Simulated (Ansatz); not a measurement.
Worked calculations on one periodic cell of amorphous Zr20O43In2: Zr20O43In2, 65 atoms, volume 840.7 Å³, made by a melt-quench on the CHGNet potential and relaxed with DFT. O atoms were pushed apart under 1.9 Å during the dynamics, to hinder bonds among them. It is a model cell: composition and starting density were chosen by hand, and all elements were melted together. Cycles of charging were run to anneal it. The numbers are results of PBE, scalar-relativistic without spin-orbit coupling (plane waves to 420 eV, PAW; Ansatz, a quantum-chemistry and plane-wave program), not measurements. Sampling: a 2×2×2 Γ-centred mesh; Fermi-Dirac width 0.02 eV; no spin polarisation. Its volume was held where the quench left it, its shape was free, and it stands at a mean pressure of -4.7 GPa with stress components up to 4.8 GPa; the relaxation ran on the zone centre alone. Its density went from a set 5.42 to 5.42 g/cm³. The cell is small and was quenched far faster than a real film, so it is one sample of the glass.

Task: Count formal charges (Zr +4, O -2, In +3). What does the count lead one to expect at the Fermi level, and what does the calculation give?

Result: 20 × (+4) + 43 × (-2) + 2 × (+3) = 0. The charges balance, so the anion-derived valence states can be full and a gap can open. On this mesh the highest filled and lowest empty level lie 3.23 eV apart, the PBE gap of this cell.

Four energies for an added electron at PBE on the zone centre alone (charged cells in a uniform background, spin-polarised): neutral at the neutral geometry -119368.243 eV; charged at the neutral geometry -119355.929 eV; charged and relaxed -119356.208 eV; neutral at the charged geometry -119367.603 eV.

Task: Find the two relaxation energies and their sum, the reorganisation energy.

Result: On charging: -119355.929 − (-119356.208) = 0.279 eV. On discharging: -119367.603 − (-119368.243) = 0.640 eV. The sum is 0.919 eV. The carrier's level spreads over 8 of the 65 atoms' worth, so it counts as partly localised, most on one In atom with neighbours O 2.09 Å, O 2.10 Å, O 2.21 Å, O 2.23 Å, O 2.31 Å (neutral geometry). The values are uncorrected: the image energy of a point charge in this cell, 2.84 × 14.40 / (2 × 9.4) = 2.2 eV before screening, is screened by electrons alone at the fixed geometry and by ions too after relaxing, and the carrier can be spread before it relaxes, so each term can be off by up to that value times 1/ε∞, some tenths of an eV. PBE's self-interaction favours spread-out carriers, so a hybrid can localise more.

Four energies for a hole at PBE on the zone centre alone (charged cells in a uniform background, spin-polarised): neutral at the neutral geometry -119368.243 eV; charged at the neutral geometry -119377.274 eV; charged and relaxed -119377.362 eV; neutral at the charged geometry -119367.711 eV.

Task: Find the two relaxation energies and their sum, the reorganisation energy.

Result: On charging: -119377.274 − (-119377.362) = 0.088 eV. On discharging: -119367.711 − (-119368.243) = 0.532 eV. The sum is 0.620 eV. The carrier's level spreads over 5 of the 65 atoms' worth, so it counts as localised, most on one O atom with neighbours Zr 2.01 Å, Zr 2.09 Å, Zr 2.45 Å (neutral geometry). The values are uncorrected: the image energy of a point charge in this cell, 2.84 × 14.40 / (2 × 9.4) = 2.2 eV before screening, is screened by electrons alone at the fixed geometry and by ions too after relaxing, and the carrier can be spread before it relaxes, so each term can be off by up to that value times 1/ε∞, some tenths of an eV. PBE's self-interaction favours spread-out carriers, so a hybrid can localise more.
